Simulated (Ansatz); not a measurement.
**Element substitutions in Na**

Base system: Na in the bcc (W type) structure (space group Im-3m, No. 229).

Na is modelled in the cubic space group Im-3m (No. 229), the bcc (W type) structure, Pearson symbol cI2. Lattice parameters: a = b = c = 4.171 Å, α = β = γ = 90.00°. Na on 2a is coordinated by 8 Na at 3.612 Å and 6 Na at 4.171 Å. (Neighbours: up to the widest gap in distance over summed covalent radii, below 1.35, at either atom.)
(The calculation used a cell of 1 atom; values per cell refer to that cell.)

Each row replaces one element on all its sites; cell and atoms are relaxed.

Computed with PBEsol, PAW, 420 eV (Ansatz, a program for electronic structure; spin-orbit coupling left out).

Candidates:
(a) Na → Rb
(b) Na → Cs
(c) Na → Al
(d) Na → Pr

Before the change:

The volume per atom is 36.27 Å³.

**Question.** Order them by volume per atom, lowest first.

**Answer.** (c) Na → Al (16.58 Å³), (d) Na → Pr (24.99 Å³), (a) Na → Rb (86.22 Å³), (b) Na → Cs (108.32 Å³)

Other magnetic orders, which the real material may have, were not ruled out. The 4f electrons are in the valence with no U and their state was not checked, so volumes and moments can be off. No phonon test of stability was made. For Al in this form, whether it has been made was not checked. Spin-polarised in the final run: Pr; the other runs are not. This is not the structure that Al has at room temperature and ambient pressure. This is not the structure that Pr has at room temperature and ambient pressure.
